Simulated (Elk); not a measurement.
Input and output of a self-consistent single point for Ge3Pd (P1, 4 atoms in the cell) (Elk).

Level of theory: PBEsol, all-electron FP-LAPW, Elk's shipped species files, APW+lo basis with extra local orbitals (Elk).

The change in words: lattice scaled by 0.98. Reference geometry:
```
CELL_PARAMETERS angstrom
      4.14202     0.00000     0.00000
      0.00000     4.14202     0.00000
      0.00000     0.00000     4.14202
ATOMIC_POSITIONS crystal
  Ge 0.00127 0.49998 0.50067
  Ge 0.50090 0.99991 0.50202
  Ge 0.50431 0.49968 0.00060
  Pd 0.99351 0.00042 0.99671
```

Reference input (self-consistent single point, DFT, PBEsol, all-electron FP-LAPW, Elk's shipped species files, APW+lo basis with extra local orbitals): xctype = 22; rgkmax = 7.5; stype = 0; swidth = 0.00999582 Ha; ngridk = 5 5 5; tforce = true; gmaxvr = 18 1/bohr; lmaxapw = 10; lmaxo = 8; nxlo = 2; lorbcnd = true; lradstp = 2. This run's input differs from it in these lines:

```diff
@@ -43,5 +43,5 @@
 avec
-    7.8272834027    0.0000000000    0.0000000000
-    0.0000000000    7.8272834027    0.0000000000
-    0.0000000000    0.0000000000    7.8272834027
+    7.6707384906    0.0000000000    0.0000000000
+    0.0000000000    7.6707384906    0.0000000000
+    0.0000000000    0.0000000000    7.6707384906
```

Output (repeated stretches shortened):

```
│ Self-consistent loop started │
│ Loop number : 1 │
 total energy                :     -11316.0795093
│ Loop number : 2 │
 total energy                :     -11318.7881310
RMS change in Kohn-Sham potential (target) :   0.3743942169     (  0.1000000000E-05)
Absolute change in total energy (target)   :    2.708621674     (  0.1000000000E-03)
│ Loop number : 3 │
 total energy                :     -11326.8087721
RMS change in Kohn-Sham potential (target) :   0.2712376418     (  0.1000000000E-05)
Absolute change in total energy (target)   :    8.697796521     (  0.1000000000E-03)
│ Loop number : 4 │
   [... lines left out ...]
Absolute change in total energy (target)   :   0.1125895224E-02 (  0.1000000000E-03)
│ Loop number : 16 │
 total energy                :     -11337.3776373
RMS change in Kohn-Sham potential (target) :   0.6570169967E-06 (  0.1000000000E-05)
Absolute change in total energy (target)   :   0.3173511031E-03 (  0.1000000000E-03)
│ Loop number : 17 │
 total energy                :     -11337.3776146
RMS change in Kohn-Sham potential (target) :   0.3941240434E-07 (  0.1000000000E-05)
Absolute change in total energy (target)   :   0.5667592268E-04 (  0.1000000000E-03)
Convergence targets achieved

│ Loop number : 18 │

Energies :
 Fermi                       :     0.306432638080
 total energy                :     -11337.3776134

Density of states at Fermi energy :    46.00376318
 (states/Hartree/unit cell)

Estimated indirect band gap :   0.9505840953E-02
 from k-point     59 to k-point     86
Estimated direct band gap   :   0.2211526632E-01
 at k-point     53

Charges :
 core                        :    82.00000000
 valence                     :    60.00000000
 interstitial                :    5.516427919
 muffin-tins (core leakage)
  species :    1 (Ge)
   atom    1                 :    30.45037851     (  0.3382783470E-03)
   atom    2                 :    30.45058277     (  0.3382869572E-03)
   atom    3                 :    30.45081948     (  0.3382948489E-03)
  species :    2 (Pd)
   [... lines left out ...]
   total force               :    -0.00074918    0.00005150    0.00060035
   total magnitude           :     0.00096143
 species :    2 (Pd)
  atom :    1
   Hellmann-Feynman          :    -0.01307777    0.00083914   -0.00662350
   IBS                       :     0.01314345   -0.00084537    0.00666534
   total force               :     0.00006568   -0.00000622    0.00004183
   total magnitude           :     0.00007812
```

The run converged in 18 iterations. The count includes the last loop, which Elk runs after its targets are met. Against the reference run the total energy falls by 16.8 meV/atom.

The starting cell comes from a database of computed structures (which also holds hypothetical and non-ambient phases and stackings), without a prior relaxation at this level. Its atoms were displaced at random from the sites of space group no. 221. For this run, on top of that: lattice scaled by 0.98. Spin polarisation is off. Values depend on the basis (sphere radii, cutoffs, local orbitals), which need not be converged. The log's line on a gap gives a spacing of levels on this mesh, which the program prints for metals too.

Cost on one core of a shared machine: roughly 10 min.
